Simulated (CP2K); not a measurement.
Band structure of GaSb (F-43m, 2 atoms in the cell).

```yaml
crystal:
  lattice:
    - [4.44338, 0.00000, 0.00000]
    - [2.22169, 3.84808, 0.00000]
    - [2.22169, 1.28269, 3.62801]
  atoms:
    - { symbol: Ga, position: [0.00000, 0.00000, 0.00000] }
    - { symbol: Sb, position: [0.75000, 0.75000, 0.75000] }
```

Computed with PBE, GPW, DZVP-MOLOPT-PBE-GTH basis, GTH-PBE potentials (POTENTIAL_UZH) in CP2K.

Settings: CUTOFF = 600 Ry; REL_CUTOFF = 60 Ry; SMEAR/METHOD = GAUSSIAN; SIGMA = 0.1 eV; KPOINTS/SCHEME = MONKHORST-PACK 9 9 9; XC_FUNCTIONAL = PBE; Ga/BASIS_SET = DZVP-MOLOPT-PBE-GTH-q13; Ga/POTENTIAL = GTH-PBE-q13; Sb/BASIS_SET = DZVP-MOLOPT-PBE-GTH-q5; Sb/POTENTIAL = GTH-PBE-q5; METHOD = GPW; EPS_DEFAULT = 1e-10; EXTRAPOLATION = USE_GUESS; NGRIDS = 5.

The starting cell comes from a database of computed structures (which also holds hypothetical and non-ambient phases and stackings), without a prior relaxation at this level. Its lattice was rescaled by a random factor within 2.5 % of one. Spin-orbit coupling is off. Values carry the incompleteness of an atom-centred basis. The run gives no clean gap (levels at the Fermi energy touch, overlap or are partly filled at this smearing), which alone does not show that the compound is a metal.

Levels in eV from the Fermi level, bands 6 to 11:
| point | 6 | 7 | 8 | 9 | 10 | 11 |
|---|---|---|---|---|---|---|
| Γ | -10.95 | -0.51 | -0.03 | -0.03 | -0.03 | 2.78 |
| X | -8.81 | -6.51 | -2.35 | -2.35 | 1.00 | 1.37 |
| W | -8.78 | -6.41 | -3.05 | -2.85 | 3.44 | 4.33 |
| K | -8.87 | -6.36 | -3.29 | -2.00 | 1.47 | 3.86 |
| L | -9.53 | -6.05 | -1.07 | -1.07 | 0.22 | 3.83 |
| U | -8.87 | -6.36 | -3.29 | -2.00 | 1.47 | 3.86 |

Bands cross the Fermi level along this path, so the cell is metallic at this level.

Higher empty bands are left out: an atom-centred basis made for the valence describes them poorly.
